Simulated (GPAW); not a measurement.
Band structure of GeRh (Pnma, 8 atoms in the cell).

```yaml
crystal:
  lattice:
    - [5.68631, 0.00000, 0.00000]
    - [0.00000, 3.30181, 0.00000]
    - [0.00000, 0.00000, 6.47300]
  atoms:
    - { symbol: Ge, position: [0.80826, 0.75000, 0.43643] }
    - { symbol: Ge, position: [0.19174, 0.25000, 0.56357] }
    - { symbol: Ge, position: [0.69174, 0.25000, 0.93643] }
    - { symbol: Ge, position: [0.30826, 0.75000, 0.06357] }
    - { symbol: Rh, position: [0.99544, 0.75000, 0.79662] }
    - { symbol: Rh, position: [0.00456, 0.25000, 0.20338] }
    - { symbol: Rh, position: [0.50456, 0.25000, 0.29662] }
    - { symbol: Rh, position: [0.49544, 0.75000, 0.70338] }
```

Method of the run: PBEsol, GPAW PAW datasets PBEsol (made by gpaw-setup) (plane waves; GPAW 25.7.0).

Settings: mode = pw; ecut = 550 eV; xc = PBEsol; kpts = 3 6 3; mesh shift (steps) = 0 0 0; occupations.name = methfessel-paxton; occupations.width = 0.1 eV; occupations.order = 0; nbands = -16; convergence.density = 1e-05 e/electron; convergence.energy = 1e-05 eV/electron; symmetry.symmorphic = false; symmetry.tolerance = 0.0005; maxiter = 100.

The starting cell comes from a database of computed structures (which also holds hypothetical and non-ambient phases and stackings), without a prior relaxation at this level. Its lattice was rescaled by a random factor within 2.5 % of one. Spin polarisation is off.

Levels in eV from the Fermi level, bands 35 to 42:
```tsv
point	35	36	37	38	39	40	41	42
Γ	-1.15	-0.95	-0.84	-0.29	0.54	1.47	2.26	2.54
X	-0.57	-0.57	-0.20	-0.20	0.15	0.15	1.05	1.05
S	-0.42	-0.42	-0.05	-0.05	-0.05	-0.05	1.95	1.95
Y	-1.05	-1.05	-0.99	-0.99	1.79	1.79	3.87	3.87
Z	-0.94	-0.94	-0.92	-0.92	1.21	1.21	3.40	3.40
U	-0.96	-0.96	-0.37	-0.37	-0.03	-0.03	1.60	1.60
R	-1.21	-1.21	-0.14	-0.14	-0.14	-0.14	3.50	3.50
T	-1.22	-1.22	-0.27	-0.27	1.91	1.91	3.38	3.38
```

Bands cross the Fermi level along this path, so the cell is metallic at this level.
